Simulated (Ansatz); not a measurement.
Si: response to strain

The parent structure is Si in the diamond structure (space group Fd-3m, No. 227).

```yaml
crystal:
  lattice:
    - [0.00000, 2.72216, 2.72216]
    - [2.72216, 0.00000, 2.72216]
    - [2.72216, 2.72216, 0.00000]
  atoms:
    - { symbol: Si, position: [0.50000, 0.50000, 0.50000] }
    - { symbol: Si, position: [0.75000, 0.75000, 0.75000] }
```

Cartesian axes are those of the cell as printed.

Strains are applied to the cell and any free atomic positions relax; under biaxial strain the out-of-plane vector relaxes too.

Level of theory: Kohn–Sham DFT with the r2SCAN functional, run in Ansatz (a program for electronic structure) with PAW and 500 eV plane waves, no spin-orbit coupling.

```json
[
 {"change": "base", "band gap": "0.78 eV", "smallest direct gap": "2.74 eV", "gap character": "indirect, Γ → Γ–X (87 % along)", "volume per atom": "20.17 Å³"},
 {"change": "biaxial strain −1.74 %, plane normal [001], relaxed out of plane", "band gap": "0.56 eV", "smallest direct gap": "2.63 eV", "gap character": "indirect, Γ → Γ–X (87 % along)", "volume per atom": "19.72 Å³"},
 {"change": "biaxial strain −1.51 %, plane normal [001], relaxed out of plane", "band gap": "0.59 eV", "smallest direct gap": "2.65 eV", "gap character": "indirect, Γ → Γ–X (87 % along)", "volume per atom": "19.78 Å³"},
 {"change": "biaxial strain −1.04 %, plane normal [001], relaxed out of plane", "band gap": "0.65 eV", "smallest direct gap": "2.68 eV", "gap character": "indirect, Γ → Γ–X (87 % along)", "volume per atom": "19.90 Å³"},
 {"change": "biaxial strain +3.26 %, plane normal [110], relaxed out of plane", "band gap": "?", "smallest direct gap": "?", "gap character": "indirect, Γ → k = (0.400, 0, 0.400) in the run's primitive reciprocal basis", "volume per atom": "?"},
 {"change": "biaxial strain +2.84 %, plane normal [111], relaxed out of plane", "band gap": "0.59 eV", "smallest direct gap": "2.38 eV", "gap character": "indirect, Γ → F–Γ (13 % along)", "volume per atom": "21.10 Å³"},
 {"change": "isotropic strain +0.79 %", "band gap": "0.82 eV", "smallest direct gap": "2.73 eV", "gap character": "indirect, Γ → Γ–X (87 % along)", "volume per atom": "20.65 Å³"},
 {"change": "uniaxial strain ε_zz = +3.83 %", "band gap": "0.63 eV", "smallest direct gap": "2.58 eV", "gap character": "indirect, Γ → Γ–X (80 % along)", "volume per atom": "20.94 Å³"},
 {"change": "tensor shear ε_xz = −0.50 %", "band gap": "0.72 eV", "smallest direct gap": "2.63 eV", "gap character": "indirect, Γ → Γ–X (80 % along)", "volume per atom": "20.17 Å³"}
]
```

Q: Some entries are withheld; estimate them.

A: 
- biaxial strain +3.26 %, plane normal [110], relaxed out of plane, band gap: 0.54 eV
- biaxial strain +3.26 %, plane normal [110], relaxed out of plane, smallest direct gap: 2.18 eV
- biaxial strain +3.26 %, plane normal [110], relaxed out of plane, volume per atom: 21.23 Å³

A biaxial case was relaxed in a doubled cell and then solved in the primitive one. Whether these cells are dynamically stable was not tested. Labels are those of the standard path for the cell's own space group.
